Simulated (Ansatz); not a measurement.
How far PBE and PBEsol part for hypothetical P6/mmm Rb3As, Rb → H

Take Rb₃As (space group P6/mmm, No. 191; a = 6.3228 Å, c = 6.8830 Å; a hypothetical phase, not in the database extracts checked) as the base.

(Cell as relaxed with PBE.)

Levels (all Ansatz, an electronic-structure program, PAW): PBE (420 eV, without spin-orbit coupling); PBEsol (420 eV, no spin-orbit coupling).

Each level relaxes its own structure.

| base | PBE | PBEsol |
|---|---|---|
| volume per atom | 59.58 Å³ | 56.07 Å³ |
| lattice parameter a | 6.323 Å | 6.186 Å |
| band gap | zero | zero |

It is then changed as follows: every Rb is replaced by H; the structure is relaxed again.

```csv
quantity,PBE,PBEsol
shortest interatomic distance,1.829 Å,1.815 Å
c/a ratio,1.054,1.058
```

PBE's shortest interatomic distance lies 0.014 Å above PBEsol's (0.8 %); PBE's c/a ratio lies 0.0034 below PBEsol's. Neither level is exact; PBEsol is the comparison here, not a measurement.

No phonon test of stability was made. As relaxed here, AsH3 is a hypothetical phase, not in the database extracts checked. All final runs are without spin polarisation. A zero or small gap of Rb3As can be the functional's error rather than a property of the material.
